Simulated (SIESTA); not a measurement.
Worked example: self-consistent single point of Ba3Te (I4/mmm, 4 atoms in the cell) in SIESTA.

Method of the run: SIESTA 5.4.2 with GGA PBEsol with spin-orbit coupling, numerical atomic orbitals DZP, PseudoDojo PBEsol fully relativistic norm-conserving potentials (rewritten from UPF to PSML).

```yaml
crystal:
  lattice:
    - [-2.63485, 2.63485, 6.59543]
    - [2.63485, -2.63485, 6.59543]
    - [2.63485, 2.63485, -6.59543]
  atoms:
    - { symbol: Ba, position: [0.75000, 0.25000, 0.50000] }
    - { symbol: Ba, position: [0.25000, 0.75000, 0.50000] }
    - { symbol: Ba, position: [0.50000, 0.50000, 0.00000] }
    - { symbol: Te, position: [0.00000, 0.00000, 0.00000] }
```

Reference input (self-consistent single point, DFT, GGA PBEsol, numerical atomic orbitals DZP, PseudoDojo PBEsol standard norm-conserving potentials (rewritten from UPF to PSML)): XC.functional = GGA; XC.authors = PBEsol; potentials = PseudoDojo PBEsol standard; PAO.BasisSize = DZP; PAO.EnergyShift = 0.01 Ry; MeshCutoff = 350 Ry; kgrid.MonkhorstPack = 6 6 6; OccupationFunction = MP; OccupationMPOrder = 0; ElectronicTemperature = 272 meV; MaxSCFIterations = 150; SCF.Mixer.Method = Pulay. This run's input differs from it in these lines:

```diff
@@ -1,2 +1,2 @@
-# files in the folder: Ba.psml Te.psml (PseudoDojo PBEsol standard)
+# files in the folder: Ba.psml Te.psml (PseudoDojo PBEsol fully relativistic)
 SystemName  Ba3Te
@@ -37,2 +37,9 @@
 ElectronicTemperature        272.0 meV
+Spin                         spin-orbit
+%block DM.InitSpin
+  1 0.00 0.00 0.00
+  2 0.00 0.00 0.00
+  3 0.00 0.00 0.00
+  4 0.00 0.00 0.00
+%endblock DM.InitSpin
```

The program printed (abridged):

```
        iscf     Eharris(eV)        E_KS(eV)     FreeEng(eV)     dDmax    Ef(eV) dHmax(eV)
   scf:    1    -5106.373270    -5123.492801    -5123.561677  0.524873 -2.196099  2.716687
     spin moment: {S} , |S| = {   -0.00000   -0.00000   -0.00000 }     0.00000
   scf:    2    -5124.279851    -5123.919169    -5123.987903  0.067425 -2.272134  1.501643
     spin moment: {S} , |S| = {    0.00000   -0.00000   -0.00000 }     0.00000
   scf:    3    -5124.147297    -5124.033041    -5124.102892  0.034558 -2.332109  0.782564
     spin moment: {S} , |S| = {    0.00000   -0.00000   -0.00000 }     0.00000
   [... lines left out ...]
     spin moment: {S} , |S| = {    0.00000   -0.00000    0.00000 }     0.00000
   scf:    6    -5124.061265    -5124.061521    -5124.131882  0.002538 -2.375007  0.001864
     spin moment: {S} , |S| = {    0.00000    0.00000   -0.00000 }     0.00000
   scf:    7    -5124.061427    -5124.061520    -5124.131882  0.000329 -2.375000  0.001403
     spin moment: {S} , |S| = {    0.00000   -0.00000    0.00000 }     0.00000
   scf:    8    -5124.061569    -5124.061523    -5124.131883  0.000046 -2.375129  0.000546
     spin moment: {S} , |S| = {    0.00000   -0.00000   -0.00000 }     0.00000
SCF Convergence by DM+H criterion
max |DM_out - DM_in|         :     0.0000455514
max |H_out - H_in|      (eV) :     0.0005462902
SCF cycle converged after 8 iterations

Using DM_out to compute the final energy and forces

siesta: E_KS(eV) =            -5124.0615

siesta: E_KS - E_eggbox =     -5124.0615

siesta: Atomic forces (eV/Ang):
     1    0.000034   -0.000034    0.000000
     2   -0.000034    0.000034   -0.000000
     3   -0.000000    0.000000   -0.000000
     4   -0.000000    0.000000   -0.000000
   Tot   -0.000000    0.000000    0.000000
   Max    0.000034
   Res    0.000020    sqrt( Sum f_i^2 / 3N )
   Max    0.000034    constrained

Stress tensor Voigt[x,y,z,yz,xz,xy] (kbar):      -99.66      -99.66      -61.13        0.30        0.30       -0.06
(Free)E + p*V (eV/cell)    -5114.2072
   [... lines left out ...]
siesta: FreeEng =     -5124.131883
   [... lines left out ...]
siesta:    -0.062205   -0.000035    0.000185
siesta:    -0.000035   -0.062205    0.000185
siesta:     0.000185    0.000185   -0.038154

siesta: Cell volume =        183.152863 Ang**3

siesta: Pressure (static):
siesta:                Solid            Molecule  Units
siesta:           0.00059018          0.00059019  Ry/Bohr**3
siesta:           0.05418810          0.05418843  eV/Ang**3
siesta:          86.81890820         86.81943440  kBar
```

The run converged in 8 iterations. Against the reference run the pressure hardly changes (8.75 to 8.68 GPa). The full log also holds: “initDM: WARNING: atom 1 has a closed-shell and cannot be polarized”. The full log also holds: “initDM: WARNING: atom 2 has a closed-shell and cannot be polarized”.

The starting cell comes from a database of computed structures (which also holds hypothetical and non-ambient phases and stackings), without a prior relaxation at this level. Its lattice was rescaled by a random factor within 2.5 % of one. Values carry the incompleteness of an atom-centred basis. With a pressure of about 9 GPa the cell is away from its equilibrium volume at this level. The run gives no clean gap (levels at the Fermi energy touch, overlap or are partly filled at this smearing), which alone does not show that the compound is a metal.

Cost on one core of a shared machine: roughly 50 s.
